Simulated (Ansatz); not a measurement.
A self-consistent single point of Hg (Imma, 2 atoms in the cell) with Ansatz (an electronic-structure program)

Method: LDA (PW92), default PAW files made with PBE (plane waves; Ansatz).

This input was run:

Ansatz 0.2 input:
```yaml
crystal:
  lattice:
    - [-2.91510600, 2.91510600, 1.56469200]
    - [2.91510600, -2.91510600, 1.56469200]
    - [2.91510600, 2.91510600, -1.56469200]
  atoms:
    - { symbol: Hg, position_ang: [0.00000000, 2.91510600, 0.83234730] }
    - { symbol: Hg, position_ang: [0.00000000, 0.00000000, 0.00000000] }
basis:
  ecutwfc: 30.9 Ry
kpoints:
  mp_grid:
    grid: [8, 8, 8]
hamiltonian:
  xc: lda
  pseudopotentials:
    kind: paw
scf:
  occupations:
    method: gaussian
    width: 0.0073 Ry
output:
  forces: true
  eigenvalues: true
  stress: true
```

Log, with long lists cut:

```
WARN ansatz: RAYON_NUM_THREADS=1 ignored (pool sized by the plan → 1); use --threads N
Pseudopotentials: kind: paw
Pseudopotential: Hg, paw, valence charge 20
Crystal: 2 atoms, lattice volume = 53.186 Å³
Basis set: ecut = 420.4159175005146 eV, 1037 PW (Γ)
Bands: 24, of which v1, the nominal top of the filled ones, is band 20 counted from 1 (19 counted from 0)
Symmetry: 8 space group operations
Space group: Imma (ITA 74), of the structure as read, at distance tolerance 3.8e-5 Å
k-points: 95 of 512
PAW frozen core: Hg, regenerated for the run's functional, and the local potential with it
Initial density: superposition of atomic densities (neutral atoms: chi_scale 0, normalization atom), corrected by the library's trained network
Initial wavefunctions: pseudopotential atomic-orbital guess
Eigensolver: davidson
Functional: x = slater, c = lda
SCF iter   1: F=—  HF=-27044.760176 eV  |F-HF|=—  |Δ(HF+E_count)|=         —  Δρ=4.93e-3  dr2=1.12e-2  ethr=1.77e-3  ⟨swp⟩=5.8  Hψ=8867  notcnv=0
all-band conjugate gradients solve this SCF's bands
preconditioner: auto → Kerker (q_TF=auto, 2.602 Å⁻¹)
SCF iter   2: F=—  HF=-27044.758164 eV  |F-HF|=—  |Δ(HF+E_count)|=   2.01e-3  Δρ=2.31e-3  dr2=2.12e-3  ethr=2.80e-5  ⟨swp⟩=2.5  Hψ=4010  notcnv=0
SCF iter   3: F=—  HF=-27044.757400 eV  |F-HF|=—  |Δ(HF+E_count)|=   7.64e-4  Δρ=5.03e-4  dr2=5.60e-5  ethr=5.29e-6  ⟨swp⟩=2.0  Hψ=3199  notcnv=0
SCF iter   4: F=—  HF=-27044.757401 eV  |F-HF|=—  |Δ(HF+E_count)|=   1.73e-6  Δρ=6.83e-5  dr2=1.25e-6  ethr=1.40e-7  ⟨swp⟩=2.5  Hψ=3796  notcnv=0
iter 5 did not close the SCF: its close was put off for the readings that it lacked (scf_convergence_deferred on its scf_iter line)
SCF iter   5: F=-27044.757401 eV  HF=-27044.757401 eV  |F-HF|=1.20e-8  |Δ(HF+E_count)|=   1.98e-7  Δρ=1.17e-5  dr2=6.30e-8  ethr=3.13e-9  ⟨swp⟩=2.4  Hψ=3867  notcnv=0
SCF iter   6: F=-27044.757401 eV  HF=-27044.757401 eV  |F-HF|=2.62e-10  |Δ(HF+E_count)|=   4.10e-9  Δρ=1.77e-6  dr2=9.55e-10  ethr=1.57e-10  ⟨swp⟩=2.6  Hψ=7885  notcnv=0
SCF 1 converged in 6 iterations: F = -27044.757401 eV  dr2 = 9.55e-10
SCF converged after 6 iterations
Free energy (F): -27044.757401 eV
Harris-Foulkes:  -27044.757401 eV  (|F-HF|=2.62e-10)
Internal energy: -27044.754040 eV  (E = F + TS)
E sigma→0 (E₀):  -27044.755721 eV
Entropy (-TS):   -0.003361 eV (-1.681 meV/atom)
Fermi energy:    12.326498 eV
--- Per-component energies (eV) ---
  E_band       = -872.278271
  E_kinetic    = 1208.442834
  E_local      = -5481.853893  (includes V_loc(G=0)·N_el)
  E_nonlocal   = 160.695452
  E_hartree    = 2330.836769
  E_xc         = -437.391649
  E_vxc        = -523.282827  (∫ρ·V_xc dr)
  E_paw        = -19311.299075  (= ΣΔE_a)
  E_vpaw       = -897.954080  (= ΣTr[D̂ρ^β])
  E_aug_tail   = 0.001686  (compensation charges beyond the density's cutoff)
  E_ewald      = -5515.338350
  E_core_change = 1.152185  (= ΣΔE_core)
  E_smearing   = -0.003361  (= −TS)
  E_closure    = -0.000000  (closes the sum)
  Σ components = -27044.757401   (vs F -27044.757401, Δ=0.00e0)
--- Forces (eV/Å), atoms counted from 1 ---
  atom   1  Hg     0.00000000     0.00000000     0.00484089
  atom   2  Hg     0.00000000     0.00000000    -0.00484089
  max |Σ_I F_I| component: 0.00e0 eV/Å
--- Stress (GPa, compression-positive) ---
       -4.295344       0.000000       0.000000
        0.000000      -4.242358       0.000000
        0.000000       0.000000      -4.882525
  P = ⅓ Tr σ = -4.4734 GPa (-44.734 kbar)
  The stress holds the Pulay correction. Without it, at fixed plane waves, as pw.x and ABINIT print it: P = -4.5047 GPa
--- Band table (eV; the first three rows and the last of 95) ---
  k-point 0: bands = ["-102.5913", "-102.5889", "-50.8991", "-50.8939", "-50.8616", "-50.8606", "-50.8580", "-50.8578", "3.8884", "4.6022", "4.7277", "4.8843", "4.9981", "6.0180", "6.0476", "6.1082", "6.1419", "6.5064", "6.9319", "13.5042", [...]
  k-point 1: bands = ["-102.5912", "-102.5890", "-50.8977", "-50.8927", "-50.8636", "-50.8604", "-50.8594", "-50.8573", "4.0434", "4.6500", "4.7929", "4.8698", "4.9836", "6.0109", "6.0709", "6.1008", "6.1573", "6.4613", "6.8314", "11.8418", [...]
  k-point 2: bands = ["-102.5909", "-102.5893", "-50.8936", "-50.8891", "-50.8680", "-50.8636", "-50.8598", "-50.8570", "4.4678", "4.7913", "4.8282", "4.9829", "4.9859", "5.9142", "6.1092", "6.1111", "6.1842", "6.3700", "6.6172", "9.9661", [...]
  k-point 94: bands = ["-102.5902", "-102.5900", "-50.9026", "-50.8977", "-50.8616", "-50.8606", "-50.8547", "-50.8545", "4.6815", "4.7215", "4.9051", "5.0055", "5.8533", "5.8965", "6.0713", "6.1061", "6.1391", "6.1780", "9.6512", "9.7093", [...]
```

The run converged in 6 iterations.

The starting cell comes from a database of computed structures (which also holds hypothetical and non-ambient phases and stackings), without a prior relaxation at this level. Its lattice was rescaled by up to half a per cent. One atom was moved a little off its site on purpose. Spin-orbit coupling is off. With a pressure of about -4 GPa the cell is away from its equilibrium volume at this level. Ansatz's pressure includes its estimate of the finite-basis (Pulay) stress.
